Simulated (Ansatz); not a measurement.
Take GaSb in the zinc blende structure (space group F-43m, No. 216; a = 6.0488 Å) as the base.

Level of theory: plane-wave PAW DFT at the LDA level (Ansatz, a quantum-chemistry and plane-wave program, 420 eV), spin-orbit coupling left out.

Strains are applied to the cell and any free atomic positions relax.

One change was made to it. Results:

| quantity | base | after |
|---|---|---|
| pressure | 0.0 GPa | -3.5 GPa |
| energy relative to the base (free energy F) | 0 meV/atom | +25 meV/atom |

Name the change that was made.
A. isotropic strain +2.50 %
B. isotropic strain +3.00 %
C. isotropic strain +1.50 %

A, isotropic strain +2.50 %. For comparison, the energy relative to the base in the other runs: isotropic strain +3.00 % gives +35 meV/atom; isotropic strain +1.50 % gives +9.2 meV/atom.

Whether these cells are dynamically stable was not tested. All final runs are without spin polarisation.
